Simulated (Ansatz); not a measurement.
Base system: BN in the h-BN type structure (space group P6_3/mmc, No. 194; layered, stacked along the Cartesian z axis).

```
BN
1.0
    2.50046     0.00000     0.00000
   -1.25023     2.16546     0.00000
    0.00000     0.00000     6.41170
B N
2 2
Direct
  0.33333   0.66667   0.25000
  0.66667   0.33333   0.75000
  0.33333   0.66667   0.75000
  0.66667   0.33333   0.25000
```

All numbers come from PBEsol-D3(BJ) (Ansatz, a first-principles code), spin-orbit coupling left out.

For the base:

```
Property   Result
--------  -------
Band gap  4.08 eV
```

Modification: a free-standing slab of 2 layers (4 atoms, 2 a layer) is cut normal to the stacking axis, with 15 Å of vacuum and the in-plane cell relaxed.

Estimate the effect on the excess energy per area of both faces.

The excess energy per area of both faces (slab less bulk energy over the cell's area: twice a surface energy) comes out as 0.41 J/m².

How does this affect the band gap?

The band gap rises by 0.29 eV, from 4.08 eV to 4.37 eV.

The excess energy carries the mismatch between the slab's and the bulk's meshes. Whether these cells are dynamically stable was not tested.
